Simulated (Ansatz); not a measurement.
## Sb, pressure series

Base system: Sb in the A7 type structure (space group R-3m, No. 166; layered).

```xyz
2
Lattice="2.1640 1.2494 3.7814 -2.1640 1.2494 3.7814 0.0000 -2.4987 3.7814" Properties=species:S:1:pos:R:3 pbc="T T T"
Sb     0.0000     0.0000     2.6459
Sb     0.0000     0.0000     8.6984
```

Cell and atoms are relaxed at each pressure.

Method: r2SCAN+rVV10 (Ansatz, a program for electronic structure; PAW; 500 eV plane waves; spin-orbit coupling left out).

Candidates:
(a) pressure 0.3 GPa
(b) pressure −1 GPa
(c) pressure 0.7 GPa

For the base:

The c/a ratio is 2.621.

**Question.** Order them by c/a ratio, lowest first.

**Answer.** (c) pressure 0.7 GPa (2.598), (a) pressure 0.3 GPa (2.611), (b) pressure −1 GPa (2.671)

Load acts through the strain it causes; cell and atoms are relaxed under it. No phonon test of stability was made.
